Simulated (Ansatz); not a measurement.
The parent structure is Cs in the bcc (W type) structure (space group Im-3m, No. 229; a = 6.265 Å).

Method: Kohn–Sham DFT with the r2SCAN functional, run in Ansatz (a program for electronic structure) with PAW and 500 eV plane waves, scalar-relativistic without spin-orbit coupling.

For the base:

- Lattice parameter a = 6.265 Å

The change: full substitution Cs → K; the structure is relaxed again.

Task: Predict the new lattice parameter a.

Result: The lattice parameter a decreases by 0.918 Å, from 6.265 Å to 5.347 Å.

Stability against distortions was not tested. All final runs are without spin polarisation.
